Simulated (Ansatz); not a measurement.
Where the default PAW files enter, the runs use the earlier of Ansatz's two default sets.

The decay constant κ of evanescent states in the gap governs leakage through a thin film.

Here is the system:

```yaml
crystal:
  lattice:
    - [3.60017, 0.00000, 0.00000]
    - [0.00000, 5.22516, 0.00000]
    - [0.00000, 0.00000, 3.60017]
  atoms:
    - { symbol: Zr, position: [0.00000, 0.00000, 0.00000] }
    - { symbol: Zr, position: [0.50000, 0.50000, 0.50000] }
    - { symbol: O, position: [0.50000, 0.69823, 0.00000] }
    - { symbol: O, position: [0.50000, 0.19823, 0.00000] }
    - { symbol: O, position: [0.00000, 0.80177, 0.50000] }
    - { symbol: O, position: [0.00000, 0.30177, 0.50000] }
```

Space group of this cell: P4_2/nmc. The cell is taken as given; by LDA its mean pressure is -8.8 GPa.

Transport runs along the normal of the first two printed cell vectors, the (100) plane of the conventional cell.

The gap is the functional's own, uncorrected, and κ follows it; spin-orbit coupling is left out. Mid-gap values are interpolated between the computed energies.

### Question
Give the band gap and the smallest decay constant κ at mid-gap that LDA (Ansatz, an electronic-structure program) yields.

### Answer
Gap 3.97 eV on a 8×6×8 mesh; κ = 0.360 1/Å, at the zone centre.
